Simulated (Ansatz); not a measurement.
Consider MoS2 in the 2H-MoS2 type structure (space group P6_3/mmc, No. 194; layered, stacked along the Cartesian z axis).

```xyz
6
Lattice="3.1730 0.0000 0.0000 -1.5865 2.7479 0.0000 0.0000 0.0000 12.4366" Properties=species:S:1:pos:R:3 pbc="T T T"
Mo     0.0000     1.8319     3.1091
Mo     1.5865     0.9160     9.3274
S      0.0000     1.8319     7.7717
S      1.5865     0.9160     1.5534
S      1.5865     0.9160     4.6649
S      0.0000     1.8319    10.8832
```

Level of theory: Ansatz (an electronic-structure program), r2SCAN+rVV10, PAW, cutoff 500 eV, no spin-orbit coupling.

Before the change:

- Lattice parameter a = 3.173 Å

It is then changed as follows: cell and atoms relaxed at a pressure of 2.1 GPa.

Q: How does this affect the mean gap deformation potential ΔEg/Δln V?

A: The mean gap deformation potential ΔEg/Δln V is +4.0 eV.

Q: Estimate the effect on the lattice parameter a.

A: The lattice parameter a shrinks by 0.017 Å (3.173 Å → 3.156 Å).

Load acts through the strain it causes; cell and atoms are relaxed under it. Semilocal Kohn–Sham gaps tend to fall short of experiment. Whether these cells are dynamically stable was not tested.
